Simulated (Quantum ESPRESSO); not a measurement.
Quantum ESPRESSO run on Sc₃Nb (I4/mmm, 4 atoms in the cell): self-consistent single point.

Method of the run: LDA (PZ), PSlibrary PAW (LDA) pseudopotentials (plane waves; Quantum ESPRESSO).

```
CELL_PARAMETERS angstrom
     -2.22954     2.22954     4.45505
      2.22954    -2.22954     4.45505
      2.22954     2.22954    -4.45505
ATOMIC_POSITIONS crystal
  Sc 0.75000 0.25000 0.50000
  Sc 0.25000 0.75000 0.50000
  Sc 0.50000 0.50000 0.00000
  Nb 0.00000 0.00000 0.00000
```

Reference input (self-consistent single point, DFT, LDA (PZ), plane waves, PSlibrary PAW (LDA) pseudopotentials): ecutwfc = 55 Ry; ecutrho = 440 Ry; occupations = smearing; smearing = marzari-vanderbilt; degauss = 0.0099958 Ry; potentials = {Sc: Sc.pz-spn-kjpaw_psl.1.0.0.UPF, Nb: Nb.pz-spn-kjpaw_psl.1.0.0.UPF}; K_POINTS = automatic 6 6 6 0 0 0; conv_thr = 1e-10 Ry; mixing_beta = 0.4. This run's input differs from it in these lines:

```diff
@@ -21,2 +21,3 @@
     mixing_beta = 0.4
+    tqr = .true.
 /
```

Log, with long lists cut:

```
     Self-consistent Calculation

     iteration #  1     ecut=    55.00 Ry     beta= 0.40

     Threshold (ethr) on eigenvalues was too large:
     Diagonalizing with lowered threshold

     total energy              =    -786.25984975 Ry
     estimated scf accuracy    <       0.22038876 Ry

     iteration #  2     ecut=    55.00 Ry     beta= 0.40

     total energy              =    -786.25345028 Ry
     estimated scf accuracy    <       1.11604911 Ry

     iteration #  3     ecut=    55.00 Ry     beta= 0.40

     total energy              =    -786.31845486 Ry
     estimated scf accuracy    <       0.05620147 Ry

   [... 30 blocks of this kind left out ...]

     iteration # 34     ecut=    55.00 Ry     beta= 0.40

     total energy              =    -786.36011068 Ry
     estimated scf accuracy    <          1.3E-09 Ry

     iteration # 35     ecut=    55.00 Ry     beta= 0.40
     End of self-consistent calculation

     the Fermi energy is    11.2541 ev

!    total energy              =    -786.36011068 Ry
     estimated scf accuracy    <          1.1E-11 Ry
     smearing contrib. (-TS)   =      -0.00002704 Ry
     internal energy E=F+TS    =    -786.36008364 Ry

     convergence has been achieved in  35 iterations

     Forces acting on atoms (cartesian axes, Ry/au):

     atom    1 type  1   force =     0.00000000    0.00000000    0.00000000
   [... zero for the other atoms too ...]

     Total force =     0.000000     Total SCF correction =     0.000000

          total   stress  (Ry/bohr**3)                   (kbar)     P=      -68.57
  -0.00047342  -0.00000000   0.00000000          -69.64       -0.00        0.00
   0.00000000  -0.00047342   0.00000000            0.00      -69.64        0.00
   0.00000000   0.00000000  -0.00045146            0.00        0.00      -66.41

   JOB DONE.
```

The run converged in 35 iterations. Against the reference run the free energy is nearly the same (within 1 meV/atom) and the pressure goes from -7.22 to -6.86 GPa.

The starting cell comes from a database of computed structures (which also holds hypothetical and non-ambient phases and stackings), without a prior relaxation at this level. Spin polarisation is off. With a pressure of about -7 GPa the cell is away from its equilibrium volume at this level.

Cost on one core of a shared machine: roughly 3 min.
